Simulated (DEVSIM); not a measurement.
System: abrupt Si n-p junction, at 300 K.

Layer 1 from the left is Si, thickness (μm) 6.60, Nd (cm⁻³) 2e17, τn (s) 0.00022, τp (s) 0.00022. Layer 2 from the left is Si, thickness (μm) 120, Na (cm⁻³) 2.6e17, τn (s) 0.00022, τp (s) 0.00022.

Left contact: ohmic. Right contact: ohmic. Voltage is applied to the left contact. Recombination: SRH at mid-gap, Auger. Mobility is μmin + (μ − μmin)/(1 + (N/Nref)^α).

Constants are typed, rounded textbook-type inputs, not results; the design itself was drawn at random and stands for no fabricated device. Values at 300 K.

Si: gap (eV) 1.124, affinity (eV) 4.05, permittivity 11.7, Nc (cm⁻³) 2.86e19, Nv (cm⁻³) 3.1e19, μn (cm²/Vs) 1417, μp (cm²/Vs) 470, μn,min 52, μp,min 45, Nref,n 9.7e16, Nref,p 2.2e17, αn 0.68, αp 0.72, Cn (cm⁶/s) 2.8e-31, Cp (cm⁶/s) 9.9e-32.

Problem. Estimate by hand the built-in potential, the peak field at zero bias, and compare with a numerical solution.

Solution. 
- Built-in potential: ni = √(Nc Nv) exp(−Eg/2kT) = 1.08e10 cm⁻³ with Eg = 1.124 eV; Vbi = kT/q ln(Na Nd/ni²) = 0.872 V; numerical 0.872 V.
- Peak field at zero bias: depletion approximation: W = √(2εVbi/(qN)) = 0.0999 μm with N = 1.13e17 cm⁻³; field = 2Vbi/W = 175000 V/cm; numerical 169000 V/cm (estimate above by 3.1 %).

Model (solved in DEVSIM): 1D drift-diffusion, Boltzmann statistics, complete ionisation; no tunnelling, impact ionisation, image-force lowering or self-heating.
